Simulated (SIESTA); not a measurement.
Checking a run of SIESTA on LuSb3 (P6_3/mmc, 8 atoms in the cell). The aim is a self-consistent single point with DFT, GGA PBEsol, numerical atomic orbitals DZP, PseudoDojo PBEsol standard norm-conserving potentials (rewritten from UPF to PSML).

Cell that was meant: a = 6.4562 Å, b = 6.4562 Å, c = 5.7240 Å, α = 90.00°, β = 90.00°, γ = 120.00°.

Part of the input:

```
%endblock kgrid.MonkhorstPack
OccupationFunction           FD
ElectronicTemperature        1160.45 K
NetCharge                    1.0

MaxSCFIterations             150
SCF.Mixer.Method             Pulay
```

The program printed (abridged):

```
reinit: Reading from file input.fdf

reinit: System Name: LuSb3
reinit: System Label: LuSb3

   [... lines left out ...]

outcell: Cell vector modules (Ang)   :    6.456202    6.456201    5.724034
outcell: Cell angles (23,13,12) (deg):     90.0000     90.0000    120.0000
outcell: Cell volume (Ang**3)        :    206.6270
new_DM -- step:     1
Initializing Density Matrix...

Attempting to read DM from file... Failed...
DM filled with atomic data:
Note: For starting DM, Qtot, Tr[D*S] =        139.00000000        140.00000000

InitMesh: MESH = 60 x 60 x 60 = 216000
InitMesh: Mesh cutoff (required, used) =   300.000   303.669 Ry

stepf: Fermi-Dirac step function
        iscf     Eharris(eV)        E_KS(eV)     FreeEng(eV)     dDmax    Ef(eV) dHmax(eV)
   scf:    1   -28236.812772   -28219.742860   -28219.906963  1.800721 -3.094413  4.199250
   scf:    2   -28217.844150   -28219.551352   -28219.712703  0.313388 -3.278174  5.168576
   scf:    3   -28220.733691   -28220.416420   -28220.580805  0.150360 -3.177103  0.603668
   scf:    4   -28220.457511   -28220.440089   -28220.606566  0.028123 -3.196593  0.161102
   scf:    5   -28220.442438   -28220.441598   -28220.608558  0.006960 -3.204200  0.033139
   scf:    6   -28220.440005   -28220.440830   -28220.608058  0.001548 -3.204707  0.053735
   scf:    7   -28220.443562   -28220.442380   -28220.608910  0.004763 -3.204080  0.000640
   scf:    8   -28220.442405   -28220.442393   -28220.608911  0.000089 -3.204110  0.000743
SCF Convergence by DM+H criterion
max |DM_out - DM_in|         :     0.0000892931
max |H_out - H_in|      (eV) :     0.0007428631
SCF cycle converged after 8 iterations

Using DM_out to compute the final energy and forces

siesta: E_KS(eV) =           -28220.4424

siesta: E_KS - E_eggbox =    -28220.4424

siesta: Atomic forces (eV/Ang):
     1    0.000032   -0.000018   -0.000000
     2   -0.000032    0.000018   -0.000000
     3   -0.000066   -0.354031    0.000000
     4    0.000066    0.354031    0.000000
     5    0.306522   -0.176971    0.000000
     6   -0.306522    0.176971    0.000000
     7    0.306566    0.177073    0.000000
     8   -0.306566   -0.177073    0.000000
   Tot   -0.000000   -0.000000    0.000000
   Max    0.354031
   [... lines left out ...]
siesta: FreeEng =    -28220.608911
siesta: Cell volume =        206.626959 Ang**3
siesta:           5.11868849         -4.56409106  kBar
   [... lines left out ...]

mulliken: Qtot =      139.000

Mulliken Atomic Populations:
Atom #   charge [q] valence [e]  Species
     1     0.369049   24.630951  Lu
     2     0.369049   24.630951  Lu
     3     0.043612   14.956388  Sb
     4     0.043612   14.956388  Sb
     5     0.043727   14.956273  Sb
     6     0.043727   14.956273  Sb
     7     0.043612   14.956388  Sb
     8     0.043612   14.956388  Sb
 Total     1.000000
```

Q: Can these results be used? Check the input.

A: The run is not sound. The fault is an unintended net charge. A charged periodic cell changes the electron count and is neutralised by a uniform background, so energy, forces and pressure belong to another system. To fix it, remove the charge. The run converged in 8 iterations without an error; against the sound input the pressure goes from 1.01 to 0.51 GPa and the largest force goes from 0.371 to 0.354 eV/Å. The full log also holds: “madelung: WARNING: Charged system, but not an atom or molecule.” and “madelung: WARNING: Energy correction terms can not be applied.”.

An input that runs soundly differs in these lines (not the only fix; some lines may just follow from the change or write a value another way):
```diff
-NetCharge                    1.0
```

With that input, the run converged in 10 iterations: free energy E − TS -28223.7452 eV; Fermi level (on the code's own zero) -3.07 eV; pressure 1.01 GPa; largest force (vector length) 0.371 eV/Å (DFT, GGA PBEsol, numerical atomic orbitals DZP, PseudoDojo PBEsol standard norm-conserving potentials (rewritten from UPF to PSML)).

On the sound input: the starting cell comes from a database of computed structures (which also holds hypothetical and non-ambient phases and stackings), without a prior relaxation at this level. Its lattice was rescaled by a random factor within 2.5 % of one. Values carry the incompleteness of an atom-centred basis. The run gives no clean gap (levels at the Fermi energy touch, overlap or are partly filled at this smearing), which alone does not show that the compound is a metal. Without a gap this mesh is coarse (it stands for a supercell whose shortest vector is 17 Å).
